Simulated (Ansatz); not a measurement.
Sr3AsN (Pm-3m, No. 221, 5 atoms in the cell; start mp-1013555) was calculated with HSE06 (Ansatz, a first-principles code, PAW).

Numerical settings: plane-wave cutoff 460 eV, 4×4×4 k mesh, Fermi–Dirac smearing 0.01 eV, scalar-relativistic PAW data made under PBE.

Cell (relaxed with PBEsol):

Sr$_{3}$AsN is modelled in the cubic space group Pm-3m (No. 221), the anti-perovskite structure, Pearson symbol cP5. Cell: a = 5.0413 Å, b = 5.0413 Å, c = 5.0413 Å, α = 90.00°, β = 90.00°, γ = 90.00°. Sr on 3c sees 2 N at 2.521 Å and 4 As at 3.565 Å (octahedral). As on 1a has 12 Sr at 3.565 Å (cuboctahedral). N on 1b is coordinated by 6 Sr at 2.521 Å (octahedral). (Neighbours: up to the widest gap in distance over summed covalent radii, below 1.35, at either atom; cation-cation and far metal-metal contacts left out.)

Problem. Predict the band gap.

Solution. 
* **band gap**: 1.20 eV (on the SCF k mesh)

Note: cell and atoms aren't relaxed at this level (pressure 1.3 GPa).

Spin–orbit coupling is not included.

The computed numbers hold no vibrational or temperature effects.

Cost on a shared machine: about 110 core-seconds (a rough figure).

A start named mp-… is a Materials Project structure, which need not be a measured phase.
